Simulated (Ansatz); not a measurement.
The starting structures come from a database of crystals and need not be the phases stable at ambient conditions.

Tunnelling through a barrier is set by its complex band structure: the current falls as exp(−2κd) with the smallest κ.

Given:

```yaml
crystal:
  lattice:
    - [6.26199, 0.00000, 0.00000]
    - [2.08733, 9.48404, 0.00000]
    - [3.13099, 0.00000, 1.80768]
  atoms:
    - { symbol: Li, position: [0.50000, 0.50000, 0.00000] }
    - { symbol: Li, position: [0.06707, 0.79879, 0.00000] }
    - { symbol: Li, position: [0.93293, 0.20121, 0.00000] }
    - { symbol: Li, position: [0.32562, 0.02314, 0.00000] }
    - { symbol: Li, position: [0.67438, 0.97686, 0.00000] }
    - { symbol: N, position: [0.00000, 0.00000, 0.00000] }
    - { symbol: Cl, position: [0.78178, 0.65467, 0.00000] }
    - { symbol: Cl, position: [0.21822, 0.34533, 0.00000] }
```

The cell is taken as given.

Transport runs along the normal of the first two printed cell vectors, the (110) plane of the conventional cell.

The gap is the functional's own. No spin-orbit coupling. Mid-gap values are those at the computed energy nearest the middle.

Problem. Compute, with r2SCAN run with Ansatz (a quantum-chemistry and plane-wave program), the band gap and the smallest decay constant κ at mid-gap.

Solution. Gap 2.53 eV on a 16×16×16 mesh; κ = 0.298 1/Å, at the zone centre.
